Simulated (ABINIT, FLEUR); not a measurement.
An ABINIT input for a self-consistent single point of La3Al (Pm-3m, 4 atoms in the cell) (DFT, PBEsol, plane waves, norm-conserving pseudopotentials (PseudoDojo nc-sr-04 PBEsol standard)):

```
# La3Al, PseudoDojo nc-sr-04 PBEsol standard
pp_dirpath "./"
pseudos "La.upf, Al.upf"
acell 3*1.0 Angstrom
rprim
         4.9774500000    0.0000000000    0.0000000000
         0.0000000000    4.9774500000    0.0000000000
         0.0000000000    0.0000000000    4.9774500000
natom 4
ntypat 2
znucl 57 13
typat 1 1 1 2
xred
         0.0000000000    0.5000000000    0.5000000000
         0.5000000000    0.0000000000    0.5000000000
         0.5000000000    0.5000000000    0.0000000000
         0.0000000000    0.0000000000    0.0000000000
ecut 110 Ry
occopt 7
tsmear 0.2 eV
nband 24
kptopt 1
ngkpt 9 9 9
nshiftk 1
shiftk 0 0 0
nstep 80
toldfe 1.0e-09
prtwf 0
prtden 0
prtvol 1
enunit 1
```

Translate this input to FLEUR.

One input that does it (others would too):

Input of the input generator:

```
La3Al crystal
&input film=f /
4.9774500000 0.0000000000 0.0000000000
0.0000000000 4.9774500000 0.0000000000
0.0000000000 0.0000000000 4.9774500000
1.8897261246
1.0 1.0 1.0

4
57 0.0000000000 0.5000000000 0.5000000000
57 0.5000000000 0.0000000000 0.5000000000
57 0.5000000000 0.5000000000 0.0000000000
13 0.0000000000 0.0000000000 0.0000000000

&comp jspins=1 /
&exco xctyp='PBEs' /
&kpt div1=9 div2=9 div3=9 /
&end /
```

```xml
<?xml version="1.0" encoding="UTF-8" standalone="no"?>
<fleurInput fleurInputVersion="0.39">
   <comment>
      La3Al crystal                                                                                       
   </comment>
   <calculationSetup>
      <cutoffs Kmax="3.8" Gmax="13.3" GmaxXC="13.3" numbands="0"/>
      <scfLoop itmax="80" minDistance="0.00001" maxIterBroyd="15" imix="Anderson" alpha="0.05" precondParam="0.0" spinf="2.0"/>
      <coreElectrons ctail="T" frcor="F" kcrel="0" coretail_lmax="0"/>
      <xcFunctional name="PBEs" relativisticCorrections="F"/>
      <magnetism jspins="1"/>
      <soc l_soc="F" theta="0.0" phi="0.0" spav="F"/>
      <expertModes spex="0" secvar="F"/>
      <geometryOptimization l_f="T" forcealpha="1.0" forcemix="BFGS" epsdisp="0.00001" epsforce="0.00001"/>
      <ldaU l_linMix="F" mixParam="0.05" spinf="1.0"/>
   </calculationSetup>
   <cell>
      <bzIntegration valenceElectrons="36.0" mode="gauss" fermiSmearingEnergy="0.00734986">
         <kPointListSelection listName="default-1"/>
         <!-- k-points included here -->
         <xi:include xmlns:xi="http://www.w3.org/2001/XInclude" href="kpts.xml"> </xi:include>
      </bzIntegration>
      <!-- symmetry operations included here -->
      <xi:include xmlns:xi="http://www.w3.org/2001/XInclude" href="sym.xml"> </xi:include>
      <bulkLattice scale="1.0">
         <bravaisMatrix>
            <row-1>    9.4060172988902693     0.0000000000000000     0.0000000000000000</row-1>
            <row-2>    0.0000000000000000     9.4060172988902693     0.0000000000000000</row-2>
            <row-3>    0.0000000000000000     0.0000000000000000     9.4060172988902693</row-3>
         </bravaisMatrix>
      </bulkLattice>
   </cell>
   <atomSpecies>
      <species name="Lanthanum (La)" element="La" atomicNumber="57">
         <mtSphere radius="2.68" gridPoints="925" logIncrement="0.014"/>
         <atomicCutoffs lmax="10" lnonsphr="8"/>
         <electronConfig flipSpins="F">
            <coreConfig>(1s1/2) (2s1/2) (2p1/2) (2p3/2) (3s1/2) (3p1/2) (3p3/2) (4s1/2) (3d3/2) (3d5/2) (4p1/2) (4p3/2) (4d3/2) (4d5/2)</coreConfig>
            <valenceConfig>(5s1/2) (5p1/2) (5p3/2) (6s1/2) (5d3/2) (5d5/2)</valenceConfig>
            <stateOccupation state="(5d3/2)" spinUp="0.2" spinDown="0.2"/>
            <stateOccupation state="(5d5/2)" spinUp="0.3" spinDown="0.3"/>
         </electronConfig>
         <energyParameters s="6" p="6" d="5" f="4"/>
         <lo type="SCLO" l="0" n="5" eDeriv="0"/>
         <lo type="SCLO" l="1" n="5" eDeriv="0"/>
      </species>
      <species name="Aluminum (Al)" element="Al" atomicNumber="13">
         <mtSphere radius="2.68" gridPoints="925" logIncrement="0.013"/>
         <atomicCutoffs lmax="10" lnonsphr="8"/>
         <electronConfig flipSpins="F">
            <coreConfig>(1s1/2) (2s1/2) (2p1/2) (2p3/2)</coreConfig>
            <valenceConfig>(3s1/2) (3p1/2) (3p3/2)</valenceConfig>
            <stateOccupation state="(3p1/2)" spinUp="0.1666666666667" spinDown="0.1666666666667"/>
            <stateOccupation state="(3p3/2)" spinUp="0.3333333333333" spinDown="0.3333333333333"/>
         </electronConfig>
         <energyParameters s="3" p="3" d="3" f="4"/>
      </species>
   </atomSpecies>
   <atomGroups>
      <atomGroup species="Lanthanum (La)">
         <relPos label="                   1">.0000000000 1.000/2.000 1.000/2.000</relPos>
         <relPos label="                   2">1.000/2.000 .0000000000 1.000/2.000</relPos>
         <relPos label="                   3">1.000/2.000 1.000/2.000 .0000000000</relPos>
         <force calculate="T" relaxXYZ="TTT"/>
      </atomGroup>
      <atomGroup species="Aluminum (Al)">
         <relPos label="                   4">.0000000000 .0000000000 .0000000000</relPos>
         <force calculate="T" relaxXYZ="TTT"/>
      </atomGroup>
   </atomGroups>
   <output dos="F" band="F" slice="F">
      <checks vchk="F" cdinf="F"/>
      <bandDOS minEnergy="-.5*Htr" maxEnergy="0.5*Htr" sigma="0.015" storeEVData="T"/>
      <vacuumDOS vacdos="F" integ="F" star="F" nstars="0" locx1="0.0" locy1="0.0" locx2="0.0" locy2="0.0" nstm="0" tworkf="0.0"/>
      <unfoldingBand unfoldBand="F" supercellX="1" supercellY="1" supercellZ="1"/>
      <plotting iplot="0" polar="F">
         <plot TwoD="T" vec1="  1.0  0.0  0.0" vec2="  0.0  1.0  0.0" vec3="  0.0  0.0  1.0" zero="  0.0  0.0  0.0" file="plot"/>
      </plotting>
      <chargeDensitySlicing numkpt="0" minEigenval="0.0" maxEigenval="0.0" nnne="0" pallst="F"/>
      <specialOutput eonly="F"/>
      <magneticCircularDichroism mcd="F" energyLo="-10.0" energyUp="0.0"/>
   </output>
  <!-- We include the file relax.xml here to enable relaxations (see documentation) -->
  <xi:include xmlns:xi="http://www.w3.org/2001/XInclude" href="relax.xml"> <xi:fallback/> </xi:include>
</fleurInput>
```

Basis settings and potentials, where a program has them, do not carry over. This input uses DFT, PBEsol, all-electron FLAPW (FLEUR), scalar-relativistic valence.

The starting cell comes from a database of computed structures (which also holds hypothetical and non-ambient phases and stackings), without a prior relaxation at this level.
